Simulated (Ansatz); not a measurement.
The starting structures come from a database of crystals and need not be the phases stable at ambient conditions.

By PBEsol, the system below comes out a metal.

A figure of merit of an interconnect metal is its ballistic conductance per area.

```
CELL_PARAMETERS angstrom
      3.09232     0.00000     0.00000
      0.00000    17.81361     0.00000
      1.54616     0.00000     2.67803
ATOMIC_POSITIONS crystal
  Ti 0.66667 0.13300 0.66667
  Ti 0.33333 0.86700 0.33333
  Ti 0.33333 0.63300 0.33333
  Ti 0.66667 0.36700 0.66667
  Ti 0.00000 0.00000 0.00000
  Ti 0.00000 0.50000 0.00000
  Ge 0.00000 0.25000 0.00000
  Ge 0.00000 0.75000 0.00000
  C  0.66667 0.57202 0.66667
  C  0.33333 0.42798 0.33333
  C  0.33333 0.07202 0.33333
  C  0.66667 0.92798 0.66667
```

Space group of this cell: P6_3/mmc. The cell is taken as given; by PBEsol its mean pressure is -4.9 GPa.

The current flows along the normal of the first two printed cell vectors, the (100) plane of the conventional cell. No spin-orbit coupling; the value is a mean over 0.1 eV about the Fermi level.

Task: Predict the ballistic conductance per area from Ansatz (a program for electronic structure) with PBEsol.

Result: 0.46 × 10¹⁵ S/m² for both spins.
